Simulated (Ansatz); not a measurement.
The starting structures come from a database of crystals and need not be the phases stable at ambient conditions.

```xyz
8
Lattice="7.7559 0.0000 0.0000 0.0000 7.7559 0.0000 3.8780 -3.8780 3.8780" Properties=species:S:1:pos:R:3 pbc="T T T"
K      3.8780     0.0000     0.0000
K      0.0000     3.8780     0.0000
K      3.8780     3.8780     0.0000
Sb     0.0000     0.0000     0.0000
S      5.2401     2.5159     2.5159
S      6.3938    -1.3621     1.3621
S      2.5159    -2.5159     2.5159
S      1.3621     1.3621     1.3621
```

Space group of this cell: I-43m. The cell is taken as given.

Transport runs along the normal of the first two printed cell vectors, the (001) plane of the conventional cell.

No gap correction and no spin-orbit coupling; mid-gap values are interpolated between computed energies.

Question: Give the band gap and the smallest decay constant κ at mid-gap that PBEsol in Ansatz (a quantum-chemistry and plane-wave program) yields.

Answer: Gap 2.14 eV on a 8×8×8 mesh; κ = 0.239 1/Å, at the zone centre.
